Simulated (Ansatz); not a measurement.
The starting structures come from a database of crystals and need not be the phases stable at ambient conditions.

By PBEsol, the system below comes out a metal.

Here is the system:

```yaml
crystal:
  lattice:
    - [4.04639, 0.00000, 0.00000]
    - [-0.02861, 4.04629, 0.00000]
    - [2.00889, 2.02314, 2.87133]
  atoms:
    - { symbol: Al, position: [0.25000, 0.75000, 0.50000] }
    - { symbol: Al, position: [0.75000, 0.25000, 0.50000] }
    - { symbol: Cu, position: [0.50000, 0.50000, 0.00000] }
```

The cell is taken as given.

The current flows along the normal of the first two printed cell vectors, the (110) plane of the conventional cell. No spin-orbit coupling; the value is a mean over 0.1 eV about the Fermi level.

Compute, with PBEsol run with Ansatz (an electronic-structure program), the ballistic conductance per area.

0.82 × 10¹⁵ S/m² for both spins.
